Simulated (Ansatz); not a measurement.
We consider C (model structure, Cmmm, No. 65, 8 atoms in the cell), described by r²SCAN (Ansatz, a first-principles code, PAW).

Run with plane-wave cutoff 560 eV, 10×10×14 k mesh (along the axes of the cell as run), Fermi–Dirac smearing 0.01 eV, scalar-relativistic PAW data made under PBE.

Computed at the level's own relaxed cell.

```
CELL_PARAMETERS angstrom
      2.12050    -4.36927     0.00000
      2.12050     4.36927     0.00000
      0.00000     0.00000     2.50460
ATOMIC_POSITIONS crystal
  C  0.40473 0.22633 0.00000
  C  0.59527 0.77367 0.00000
  C  0.22633 0.40473 0.00000
  C  0.77367 0.59527 0.00000
  C  0.01866 0.35183 0.50000
  C  0.98134 0.64817 0.50000
  C  0.35183 0.01866 0.50000
  C  0.64817 0.98134 0.50000
```

### Question
List the 22 lowest band energies at Γ above −25 eV (eV, relative to the valence band maximum), grouping those that round alike.

### Answer
At Γ: -22.79, -17.44, -16.12, -15.99, -15.41, -12.80, -11.32, -6.71, -4.72, -4.66, -4.08, -3.36, -2.24, -2.09, -1.92, -1.26, 4.89, 5.16, 5.35, 5.54, 8.51, 9.25.

Note: the relaxation could raise the start's symmetry but not lower it, so the cell can be a saddle point.

A model structure was made by putting elements into a prototype or built by hand; it is no filed structure, need not be a known phase, and can be a saddle point held by its symmetry.
